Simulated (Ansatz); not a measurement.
# NbC in the rock salt structure (space group Fm-3m, No. 225)

NbC is taken in the cubic space group Fm-3m (No. 225), the rock salt structure, Pearson symbol cF8. Conventional cell: a = b = c = 4.450 Å, α = β = γ = 90.00°. Nb on 4a has 6 C at 2.225 Å and 12 Nb at 3.147 Å. C on 4b sees 6 Nb at 2.225 Å (octahedral). (Neighbours: up to the widest gap in distance over summed covalent radii, below 1.35, at either atom; cation-cation and far metal-metal contacts left out.)
(The calculation used a cell of 2 atoms; values per cell refer to that cell.)

Level of theory: PBEsol (Ansatz, a program for electronic structure), no SOC. k-mesh 18×18×18 (Γ-centred); smearing 0.05 eV (Fermi–Dirac).

The volume per atom is 11.01 Å³, the density is 7.91 g/cm³ and the band gap is zero. The total energy is -2371.692 eV/atom (σ→0; compares only within this code and set-up).

No phonon test of stability was made. The final runs are not spin-polarised. An odd electron count without spin: NbC.
